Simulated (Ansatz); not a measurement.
Base system: MgO in the rock salt structure (space group Fm-3m, No. 225; a = 4.215 Å).

The change: full substitution Mg → Ca, then cell and atoms are relaxed.

Levels (all Ansatz, a program for electronic structure, PAW, earlier PAW set): PBEsol (420 eV, spin-orbit coupling left out); r2SCAN (500 eV, no SOC); HSE06 (420 eV, without spin-orbit coupling); PBEsol+SOC (420 eV, with spin-orbit coupling); HSE06+SOC (420 eV, noncollinear with spin-orbit coupling).

One geometry, relaxed with PBEsol, under each level:

Notes on the quantities. hole mass: degenerate bands, along [100].

The valence-band top lists the three highest levels at Γ (Kramers pairs under SOC), from the VBM.

```tsv
level	band gap	lowest conduction level above the VBM at special points	valence-band top at Γ	electron mass	hole mass	pressure
PBEsol	3.54 eV	X 3.54 eV; Γ 4.78 eV; U 5.11 eV; K 5.11 eV	0.00, 0.00, 0.00 eV	1.4 mₑ along k, 0.42 mₑ across (at X)	0.34, 2.8, 2.8 mₑ (at Γ)	0.00 GPa
r2SCAN	4.19 eV	X 4.19 eV; Γ 5.65 eV; U 5.76 eV; K 5.76 eV	–	1.4 mₑ along k, 0.43 mₑ across (at X)	0.36, 2.9, 2.9 mₑ (at Γ)	2.19 GPa
HSE06	5.31 eV	X 5.31 eV; Γ 6.47 eV; U 6.95 eV	–	–	–	–
PBEsol+SOC	3.53 eV	X 3.53 eV; Γ 4.77 eV; U 5.10 eV; K 5.10 eV	0.00, 0.00, -0.04 eV	1.4 mₑ along k, 0.42 mₑ across (at X)	0.48, 2.8 mₑ (at Γ)	-0.01 GPa
HSE06+SOC	5.29 eV	X 5.29 eV; Γ 6.45 eV; U 6.93 eV	0.00, 0.00, -0.05 eV	–	–	–
```

Single points use the geometry relaxed with PBEsol. Their cutoffs differ, which shifts pressures a little. HSE06 was sampled on its mesh, a few special points and the semilocal edge points, so its gap is an upper bound. Differences between runs with and without spin-orbit coupling are approximate. Masses are band curvatures over ±0.01 Å⁻¹ around the edge. Along k means along the line from Γ to the band edge. Stability against distortions was not tested.
